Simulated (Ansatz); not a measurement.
# SiC under load (space group I-4m2): band-edge transport data

```yaml
crystal:
  lattice:
    - [0.00000, 2.24780, 1.96154]
    - [2.24780, 0.00000, 1.96154]
    - [2.24780, 2.24780, 0.00000]
  atoms:
    - { symbol: Si, position: [0.00000, 0.00000, 0.00000] }
    - { symbol: C, position: [0.25000, 0.25000, 0.25000] }
```

Calculation: r2SCAN with spin-orbit coupling, rigid bands (plane waves, PAW; Ansatz, a quantum-chemistry and plane-wave program). Condition of this run: uniaxial stress along [001] of 25 GPa (compression positive) (the target of the relaxation). Cell: cell and atoms relaxed with PBEsol, then loaded as said.

```yaml
band_gap: 0.40 eV
electron conductivity mass (300 K, dilute): 0.28 (x), 0.28 (y), 0.49 (z) mₑ
hole conductivity mass (300 K, dilute): 0.61 (x), 0.61 (y), 0.46 (z) mₑ
effective density of states N_c (300 K): 4.9e18 cm⁻³
effective density of states N_v (300 K): 9.4e18 cm⁻³
density_of_states_mass_electrons: 0.34 mₑ
density_of_states_mass_holes: 0.52 mₑ
Seebeck coefficient, n-type 1e19 cm⁻³, 300 K: -165 μV/K
best n-type power factor at 300 K for τ = 10 fs (best axis; densities from 1e16 to 1e21 cm⁻³ tried, whether or not they can be reached): 2.7 μW/(cm·K²) at 1e19 cm⁻³
Seebeck coefficient, p-type 1e19 cm⁻³, 300 K: 219 μV/K
```

Rigid bands; masses and Seebeck coefficients take one relaxation time τ for all states and one kind of carrier; polarons and phonon drag are left out. Geometry: cell and atoms relaxed with PBEsol.
